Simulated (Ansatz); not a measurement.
Checking a run of Ansatz (a program for electronic structure) on CuPt (Fd-3m, 4 atoms in the cell). The aim is a self-consistent single point with DFT, PBE, plane waves, default PAW files.

Input as run:

Ansatz 0.2 input:
```yaml
# CuPt
crystal:
  lattice:
    - [0.00000000, 2.94309200, 2.94309200]
    - [2.94309200, 0.00000000, 2.94309200]
    - [2.94309200, 2.94309200, 0.00000000]
  atoms:
    - { symbol: Cu, position_ang: [4.41463800, 4.41463800, 4.41463800] }
    - { symbol: Cu, position_ang: [2.94309200, 2.94309200, 2.94309200] }
    - { symbol: Pt, position_ang: [0.00000000, 0.00000000, 0.00000000] }
    - { symbol: Pt, position_ang: [1.47154600, 1.47154600, 1.47154600] }
basis:
  ecutwfc: 170.0 eV
kpoints:
  mp_grid:
    grid: [7, 7, 7]
hamiltonian:
  xc: pbe
  pseudopotentials:
    kind: paw
scf:
  occupations:
    method: gaussian
    width: 0.272 eV
output:
  forces: true
  eigenvalues: true
  stress: true
```

Log, with long lists cut:

```
WARN basis.ecutwfc = 170 eV is below the records' recommended cutoff, and the density's cutoff is lower with it unless basis.ecutrho_ratio is high enough to …
WARN ansatz: RAYON_NUM_THREADS=1 ignored (pool sized by the plan → 1); use --threads N
Pseudopotentials: kind: paw
Pseudopotential: Cu, paw, valence charge 19
Pseudopotential: Pt, paw, valence charge 18
Crystal: 4 atoms, lattice volume = 50.985 Å³
Basis set: ecut = 170 eV, 259 PW (Γ), exchange–correlation on 36×36×36 points (8 copies of the dense FFT grid, shifted against one another)
Bands: 45, of which v1, the nominal top of the filled ones, is band 37 counted from 1 (36 counted from 0)
Symmetry: 48 space group operations
Space group: Fd-3m (ITA 227), of the structure as read, at distance tolerance 3.7e-5 Å
k-points: 20 of 343
Initial density: superposition of atomic densities (neutral atoms: chi_scale 0, normalization atom), corrected by the library's trained network
Initial wavefunctions: pseudopotential atomic-orbital guess
Eigensolver: davidson
Functional: x = pbe(κ = 0.804, μ = 0.2195149727645171), c = pbe(β = 0.06672455060314922)
SCF iter   1: F=—  HF=-38181.893741 eV  |F-HF|=—  |Δ(HF+E_count)|=         —  Δρ=4.07e-1  dr2=4.11e1  ethr=1.77e-3  ⟨swp⟩=5.2  Hψ=2713  notcnv=0
all-band conjugate gradients solve this SCF's bands
preconditioner: auto → Kerker (q_TF=auto, 2.903 Å⁻¹)
SCF iter   2: F=—  HF=-38158.952289 eV  |F-HF|=—  |Δ(HF+E_count)|=    2.29e1  Δρ=1.65e-1  dr2=7.14e0  ethr=1.77e-3  ⟨swp⟩=3.0  Hψ=2082  notcnv=0  defer=37
   [... lines left out ...]
SCF iter   8: F=—  HF=-38153.288583 eV  |F-HF|=—  |Δ(HF+E_count)|=   5.74e-5  Δρ=5.41e-5  dr2=1.55e-6  ethr=5.58e-9  ⟨swp⟩=2.0  Hψ=1075  notcnv=0  defer=39
SCF iter   9: F=—  HF=-38153.288583 eV  |F-HF|=—  |Δ(HF+E_count)|=   3.52e-7  Δρ=1.64e-5  dr2=1.35e-7  ethr=2.10e-9  ⟨swp⟩=2.3  Hψ=1173  notcnv=0  defer=39
SCF iter  10: F=-38153.288583 eV  HF=-38153.288583 eV  |F-HF|=4.37e-11  |Δ(HF+E_count)|=   3.30e-8  Δρ=1.12e-6  dr2=3.90e-10  ethr=1.35e-10  ⟨swp⟩=7.5  Hψ=2781  notcnv=0
SCF 1 converged in 10 iterations: F = -38153.288583 eV  dr2 = 3.90e-10
Free energy (F): -38153.288583 eV
Internal energy: -38153.190880 eV  (E = F + TS)
E sigma→0 (E₀):  -38153.239732 eV
Entropy (-TS):   -0.097703 eV (-24.426 meV/atom)
Fermi energy:    21.201190 eV
--- Forces (eV/Å), atoms counted from 1 ---
  atom   1  Cu     0.00000000    -0.00000000     0.00000000
   [... zero for the other atoms too ...]
--- Stress (GPa, compression-positive) ---
       13.053824       0.000000       0.000000
       -0.000000      13.053824      -0.000000
       -0.000000      -0.000000      13.053824
  P = ⅓ Tr σ = 13.0538 GPa (130.538 kbar)
  The stress holds the Pulay correction. Without it, at fixed plane waves, as pw.x and ABINIT print it: P = -1711.7114 GPa
```

**Question.** Can these results be used? Check the input.

**Answer.** The run is not sound. The fault is a basis or grid far too coarse for these potentials. The error of an incomplete plane-wave basis or grid does not cancel at such settings. To fix it, restore the cutoff that the potentials need and check convergence. The run converged in 10 iterations without an error; against the sound input the free energy goes up by 35.7 eV/atom and the pressure goes from 27.64 to 13.05 GPa. At a fixed set of plane waves, without the program's Pulay estimate, the pressure is -1711.71 GPa against 27.51 GPa.

An input that runs soundly differs in these lines (not the only fix; some lines may just follow from the change or write a value another way):
```diff
-basis:
-  ecutwfc: 170.0 eV
```

With that input, the run converged in 6 iterations: free energy E − TS (on the zero of these files) -38295.9806 eV; Fermi level (on the code's own zero) 21.78 eV; pressure 27.64 GPa (DFT, PBE, plane waves, default PAW files).

On the sound input: the starting cell was generated: these elements placed on a structure prototype, without a prior relaxation; it need not be a known phase or ordering of this composition. Spin-orbit coupling is off. Spin polarisation is off. With a pressure of about 28 GPa the cell is away from its equilibrium volume at this level. Ansatz's pressure includes its estimate of the finite-basis (Pulay) stress.
